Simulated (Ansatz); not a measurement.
System: rutile MgH2. Method: PBEsol (PAW; Ansatz, a first-principles code).

Numerical settings: plane-wave cutoff 520 eV, 6×6×8 k mesh (along the axes of the cell as run), scalar-relativistic PAW data made under PBE.

Cell (relaxed at this level):

Space group P4₂/mnm (No. 136); a = b = 4.4761 Å, c = 3.0079 Å, α = β = γ = 90.00°

```
atom  site  symmetry       x       y       z
----  ----  --------  ------  ------  ------
Mg      2a      m.mm  0.0000  0.0000  0.0000
H       4f      m.2m  0.3045  0.3045  0.0000
```

Q: What does this level give for the Poisson ratio, elastic constant C33, elastic constant C66, elastic constant C11, elastic constant C12, elastic constant C13 and elastic constant C44?

A: 
Poisson ratio: 0.237
elastic constant C33: 131 GPa
elastic constant C66: 52.5 GPa
elastic constant C11: 68.4 GPa
elastic constant C12: 40.6 GPa
elastic constant C13: 30.8 GPa
elastic constant C44: 36.3 GPa

Elastic constants are with the ions relaxed.

It cost around 6 core-minutes (rough) of CPU time.
